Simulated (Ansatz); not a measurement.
The parent structure is P (space group I4_132, No. 214; a = 6.1157 Å; a hypothetical phase, not in the database extracts checked; relaxed with 0.1 eV smearing). Axes: x, y, z lie along the cube axes.

Computed with PBE/PAW in Ansatz (a program for electronic structure), no spin-orbit coupling.

One thing is altered: the cell is stretched by 1.98 % along y with no lateral relaxation; the atoms relax in the strained cell.

Question: Predict the stress tensor and what it implies for the stiffness.

Answer: Stress of the strained cell less that of the base (GPa, compression positive):
```
   -0.6     0.0     0.0
    0.0    -0.7     0.0
    0.0     0.0    -0.6
```

Then −Δσ_ii/ε with ε = 0.0198 gives secant stiffness values (nonlinear terms included at this strain): C22 ≈ 36 GPa, C12 ≈ 29 GPa and C23 ≈ 29 GPa.

Whether these cells are dynamically stable was not tested.
